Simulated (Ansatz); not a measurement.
The starting structures come from a database of crystals and need not be the phases stable at ambient conditions.

Tunnelling through a barrier is set by its complex band structure: the current falls as exp(−2κd) with the smallest κ.

```yaml
crystal:
  lattice:
    - [5.33731, 0.00000, 0.00000]
    - [0.00000, 12.67704, 0.00000]
    - [2.66866, -6.33852, 3.31888]
  atoms:
    - { symbol: Cs, position: [0.50000, 0.21660, 0.00000] }
    - { symbol: Cs, position: [0.50000, 0.78340, 0.00000] }
    - { symbol: Au, position: [0.00000, 0.50000, 0.00000] }
    - { symbol: Au, position: [0.00000, 0.00000, 0.00000] }
    - { symbol: F, position: [0.29179, 0.20821, 0.41642] }
    - { symbol: F, position: [0.70821, 0.79179, 0.58358] }
    - { symbol: F, position: [0.00000, 0.34675, 0.00000] }
    - { symbol: F, position: [0.00000, 0.65325, 0.00000] }
    - { symbol: F, position: [0.20225, 0.68710, 0.59550] }
    - { symbol: F, position: [0.79775, 0.31290, 0.40450] }
    - { symbol: F, position: [0.79775, 0.09160, 0.40450] }
    - { symbol: F, position: [0.20225, 0.90840, 0.59550] }
```

Space group of this cell: Immm. The cell is taken as given; by PBEsol its mean pressure is -0.6 GPa.

Transport runs along the normal of the first two printed cell vectors.

No gap correction and no spin-orbit coupling; mid-gap values are interpolated between computed energies.

**Question.** Predict the band gap and the smallest decay constant κ at mid-gap from Ansatz (an electronic-structure program) with PBEsol.

**Answer.** Gap 2.36 eV on a 10×10×10 mesh; κ = 0.368 1/Å, at (0.500, 0.000) of the in-plane reciprocal vectors. At the zone centre, at the nearest computed energy, the slowest state has κ = 0.41 1/Å.
